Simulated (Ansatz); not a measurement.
The starting structures come from a database of crystals and need not be the phases stable at ambient conditions.

Tunnelling through a barrier is set by its complex band structure: the current falls as exp(−2κd) with the smallest κ.

Input:

```
CELL_PARAMETERS angstrom
      5.66824     0.00000     0.00000
      0.21825     8.08996     0.00000
      0.10912     4.04498     3.96929
ATOMIC_POSITIONS crystal
  Cs 0.99870 0.99870 0.00000
  Ge 0.52292 0.52292 0.00000
  Br 0.49453 0.97134 0.52319
  Br 0.97134 0.49454 0.00000
  Br 0.49453 0.49454 0.47680
```

Space group of this cell: R3m. The cell is taken as given.

Transport runs along the normal of the first two printed cell vectors, the (110) plane of the conventional cell.

The gap is the functional's own. No spin-orbit coupling. Mid-gap values are interpolated on the energy grid.

**Question.** Give the band gap and the smallest decay constant κ at mid-gap that Ansatz (a program for electronic structure) with r2SCAN yields.

**Answer.** Gap 1.49 eV on a 8×8×8 mesh; κ = 0.132 1/Å, at (0.500, 0.000) of the in-plane reciprocal vectors. At the zone centre, at the nearest computed energy, the slowest state has κ = 0.20 1/Å.
